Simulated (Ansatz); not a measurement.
System: Si vacancy in tetragonal WSi2 (neutral cell). Calculation: PBE, PAW (plane waves to 420 eV; Ansatz, a program for electronic structure).

54-site cell at the relaxed PBE lattice, a 3×3×3 k-point mesh shifted by half a step, smearing 0.10 eV, spin-restricted, no finite-size correction. Energies are static. Spin-orbit coupling is left out. Forms of the defect that were not tried may lie lower.

Barriers: single points on a 4×4×5 k-point mesh shifted by half a step at the bands' geometries.

The step: one Si atom jumps into the vacancy from a nearby Si site. Atoms about the jump, Cartesian Å from the middle of the jump, before and after:

| atom | x0 | y0 | z0 | x1 | y1 | z1 |
|---|---|---|---|---|---|---|
| Si1 | 0.00 | 1.56 | 0.00 | 0.00 | -1.56 | 0.00 |
| Si2 | 1.51 | -0.11 | 1.29 | 1.51 | 0.11 | 1.29 |
| Si3 | -1.51 | -0.11 | 1.29 | -1.51 | 0.11 | 1.29 |
| W4 | -1.66 | 0.04 | -1.32 | -1.66 | -0.04 | -1.32 |
| W5 | 1.66 | 0.04 | -1.32 | 1.66 | -0.04 | -1.32 |
| W6 | 0.00 | 1.63 | 2.63 | 0.00 | 1.61 | 2.74 |
| W7 | 0.00 | -1.61 | 2.74 | 0.00 | -1.63 | 2.63 |

Task: Give the saddle-point geometry and the barrier.

Result: 
| atom | x | y | z |
|---|---|---|---|
| Si1 | 0.00 | 0.00 | 0.41 |
| Si2 | 1.92 | 0.00 | 1.41 |
| Si3 | -1.92 | 0.00 | 1.41 |
| W4 | -1.71 | 0.00 | -1.36 |
| W5 | 1.71 | 0.00 | -1.36 |
| W6 | 0.00 | 1.58 | 2.65 |
| W7 | 0.00 | -1.58 | 2.65 |
It lies 2.42 eV above the start and 2.42 eV above the end. The saddle point's order was not checked, and it lies on a symmetry element of the cell, where a band can be held.
